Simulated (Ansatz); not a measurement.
N on the 1x1 (110) surface of bcc Ta, one in a 2x2 cell, energies for each (31.2 Å²). Energies are against ½ N2(g), without zero-point or thermal terms; each row is named by its start.

Calculation: PBE (plane waves to 420 eV, PAW; Ansatz, a program for electronic structure).

Set-up: 17 atoms, 6.8 Å thick at the start under the adsorbate (thin: gaps and levels are the slab's own); mesh 5x5x1; 0.1 eV smearing; dipole correction on; 8 atoms held, the rest relaxed; each run with such symmetry as its start has; spin where the adsorbate may keep a moment, no spin-orbit, no U, no dispersion correction.

A negative adsorption energy means that the adsorbate is more stable on the surface than in its reference. Heights count from the host atoms within 0.3 Å of the top one.

| starting site | E_ads (eV) | height (Å) | nearest host atom (Å) | bonded to | Δ work function (eV) | lateral drift (Å) | moment (μB) |
|---|---|---|---|---|---|---|---|
| top Ta | 1.12 | 1.79 | Ta 1.81 | Ta | 0.82 | 0.0 | 0.0 |
| hollow Ta-Ta-Ta | -2.31 | 1.04 | Ta 2.00 | 3 Ta | -0.03 | 0.2 | – |
| bridge Ta-Ta (span 2.9 Å) | -1.32 | 1.28 | Ta 1.92 | 2 Ta | 0.29 | 0.0 | – |
| bridge Ta-Ta (span 3.3 Å) | -2.52 | 0.15 | Ta 1.98 | 5 Ta | -0.38 | 0.0 | – |
